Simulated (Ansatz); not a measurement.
Results of PBEsol+SOC in Ansatz (plane waves, PAW) for Ta2Sn2O7 (Fd-3m, No. 227, 22 atoms in the cell; start mp-3593; idealised structure).

Settings: plane-wave cutoff 520 eV, 6×6×6 k mesh, Fermi–Dirac smearing 0.01 eV, PAW data made under PBE.

Cell (relaxed with PBEsol):

Space group Fd-3m, origin choice 1 (No. 227); a = 10.6006 Å, b = 10.6006 Å, c = 10.6006 Å, α = 90.00°, β = 90.00°, γ = 90.00°

| atom | site | symmetry | x | y | z |
|---|---|---|---|---|---|
| Ta | 16c | .-3m | 0.1250 | 0.1250 | 0.1250 |
| Sn | 16d | .-3m | 0.6250 | 0.6250 | 0.6250 |
| O | 8b | -43m | 0.5000 | 0.5000 | 0.5000 |
| O | 48f | 2.mm | 0.0000 | 0.0000 | 0.1880 |
(The calculation used a cell of 22 atoms; values per cell refer to that cell.)

Q: Estimate the band gap, smallest direct gap on the k points sampled and Γ–Γ gap that the calculation returns.

A: 
band gap: 1.44 eV
smallest direct gap on the k points sampled: 1.46 eV
Γ–Γ gap: 1.68 eV

Static lattice: no zero-point or thermal effects.

The result took around 23 core-minutes (rough).

A start named mp-… is a Materials Project structure, which need not be a measured phase.

Ansatz is a first-principles code.
